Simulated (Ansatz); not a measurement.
The parent structure is AlCo in the CsCl type structure (space group Pm-3m, No. 221; a = 2.8527 Å; not spin-polarised; relaxed with 0.1 eV smearing).

All numbers come from PBE (Ansatz, a quantum-chemistry and plane-wave program), no SOC, earlier PAW set.

Before the change:

The pressure is 0.0 GPa and the band gap is zero.

It is then changed as follows: the cell is scaled by 0.9748 in all directions; the atoms relax in the strained cell.

Problem. What does the calculation give for the pressure, energy relative to the base and band gap after the change?

Solution. The pressure goes from zero to 16.1 GPa; the energy goes up by 40 meV/atom; the band gap stays zero.

Stability against distortions was not tested. Starting moments died away, wholly or in part, for the base; another magnetic solution may exist. The final runs are not spin-polarised.
